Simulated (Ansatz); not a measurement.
**InP: uniaxial strain ε_zz = +2.00 %**

The reference is InP in the zinc blende structure (space group F-43m, No. 216; a = 5.878 Å). Axes: x, y, z lie along the cube axes.

Perturbation: uniaxial strain ε_zz = +2.00 %, all other strain components held at zero; the atoms relax in the strained cell.

Level of theory: PBEsol (Ansatz, a quantum-chemistry and plane-wave program, PAW, without spin-orbit coupling). k-mesh 10×10×10 (Γ-centred); smearing 0.05 eV (Fermi–Dirac).

The volume per atom increases by 0.51 Å³ (25.39 Å³ → 25.90 Å³) and the space group changes from F-43m (No. 216) to I-4m2 (No. 119). The shortest interatomic distance grows by 0.0171 Å to 2.563 Å and the energy rises by 3.0 meV/atom. The pressure (mean of the normal stresses, compression positive) goes from zero to -1.27 GPa and the band gap shrinks by 0.14 eV to 0.43 eV. The gap character stays direct at Γ and the electron mass goes from 0.046 mₑ (at Γ) to 0.041 mₑ along z, 0.036 mₑ across (at Γ). The valence-band top at Γ (three highest levels, from the VBM) goes from 0.00, 0.00, 0.00 eV to 0.00, 0.00, -0.10 eV and the valley order (the lowest conduction-band minima on the path, energy above the VBM, named in the base's zone) becomes Γ 0.43 eV; L along [111] 1.30 eV; X along [010] 1.62 eV; X along [001] 1.72 eV (base: Γ 0.57 eV; L along ⟨111⟩ 1.38 eV; X along ⟨100⟩ 1.65 eV). The stress (xx, yy, zz, yz, xz, xy; compression positive) is (-0.98, -0.98, -1.85, 0.00, 0.00, 0.00) GPa.

Masses are band curvatures over ±0.01 Å⁻¹ around the edge. Stability against distortions was not tested. Labels are those of the standard path for the cell's own space group.
